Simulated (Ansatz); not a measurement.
A periodic model of amorphous hafnium silicate (Hf14O35Si4):

```xyz
53
Lattice="8.8966 0.1531 0.2338 0.1531 9.0157 0.2081 0.2338 0.2081 8.8387" Properties=species:S:1:pos:R:3 pbc="T T T"
Hf     7.8686     4.8220     6.3126
Hf     5.2984     3.4159     3.1795
Hf     3.3964     1.2602     4.8399
Hf     1.2154     8.8965     0.6765
Hf     2.3826     7.3426     3.2230
Hf     5.9891     2.1096     6.4260
Hf     2.3187     2.9274     7.5377
Hf     4.0215     8.3552     8.0920
Hf     4.7555     6.4334     5.3605
Hf     1.9945     5.9213     7.0265
Hf     2.3131     3.6416     1.7240
Hf     4.6494     4.8038     8.5861
Hf     8.6628     5.8495     2.7071
Hf     0.1446     1.1749     4.7198
O      2.5523     0.8776     7.8267
O      5.4875     1.7469     4.4723
O      7.8092     8.0901     8.6030
O      1.0768     2.0568     0.7011
O      6.7288     2.9263     1.9013
O      1.9567     8.9853     4.4173
O      4.8405     6.8452     0.5846
O      2.0157     7.6127     8.2343
O      7.7943     2.8397     5.7185
O      3.3411     2.5400     3.2087
O      4.4279     8.6304     6.0741
O      9.0274     6.7910     6.7079
O      8.3789     5.3580     4.5166
O      7.9096     1.1533     0.5502
O      1.6406     2.1258     5.5945
O      6.2060     3.9904     7.4412
O      8.7225     1.6938     3.0864
O      6.7249     6.1053     2.2941
O      4.5295     7.2050     3.3674
O      5.5516     4.7170     4.6917
O      3.5874     2.7991     0.1916
O      1.8643     5.4340     2.7320
O      0.5009     7.6322     2.2403
O      4.0284     2.4766     6.3625
O      6.5952     6.7356     6.4673
O      2.4229     5.0087     8.8652
O      2.9173     8.5332     1.6134
O      4.0942     6.4026     7.3114
O      7.8094     9.2014     6.1981
O      5.7167     0.7957     8.0778
O      2.7309     6.4208     5.1255
O      4.2908     4.5519     1.8386
O      8.9661     4.0657     1.8677
O      0.7175     4.2255     7.0103
O      6.1546     8.6780     1.9247
Si     8.3275     2.4994     1.7006
Si     5.5261     7.1442     2.0377
Si     7.7766     7.7629     6.9739
Si     6.6447     0.1294     0.3101
```

All values below come from PBE, scalar-relativistic without spin-orbit coupling (plane waves to 420 eV, PAW; Ansatz, a first-principles code). The usual formal charges leave 2 electrons over, so the level spacing at the Fermi energy parts defect or band states and needn't be the band gap.

Preparation: random packing, a CHGNet melt and quench, and a DFT relaxation. O atoms were pushed apart under 1.9 Å during the dynamics, to hinder bonds among them. The hot cell started wider than the set density and was brought back towards it in steps. It is the lowest in DFT energy of 2 quenches. It is a model cell: composition and starting density were chosen by hand, and all elements were melted together. No dispersion term was used. Its density started from a set value of 7.44 and ended at 7.44 g/cm³. The quench (nominally 450 K/ps over its main leg) was far faster than any real one, so the model tends to hold more defects than a real film. A cell of this size samples the disorder only roughly. The volume was held where the preparation left it and the shape relaxed, at a PBE pressure of 2.1 GPa. Stress components on the final sampling reach 2.1 GPa. On a 2×2×2 Γ-centred mesh force components of up to 0.25 eV/Å stay, since the relaxation ran on the zone centre alone.

Neighbours within Hf-Hf 3.34 Å, Hf-O 2.68 Å, Hf-Si 2.89 Å, O-O 1.58 Å, O-Si 2.12 Å, Si-Si 2.60 Å count as bonded. Two cations that share two anions don't count as bonded, nor two that share one unless they lie closer than Hf-Hf 3.25 Å, Hf-Si 2.81 Å, Si-Si 2.38 Å.

Task: Give the coordination numbers, mean bond lengths and angles.

Result: 
The mean coordination of Hf by anions is 6.00 (3 with 5, 8 with 6, 3 with 7) and the mean coordination of O comes out as 2.89 (7 with 2, 25 with 3, 3 with 4). The mean coordination of Si by anions comes out as 4.25 (3 with 4, 1 with 5), the mean Hf-O bond comes out as 2.130 Å (spread 0.125 Å, 84 counted) and the mean O-Si bond is 1.668 Å (spread 0.063 Å, 17 counted). The bond angle at Hf comes out as mean 102.7°, spread 28.2° and the bond angle at O is mean 116.3°, spread 21.3°. The bond angle at Si is mean 108.4°, spread 15.9°.

Task: List the pairs of like atoms that count as bonded by the rules above.

Result: There are none by these rules.
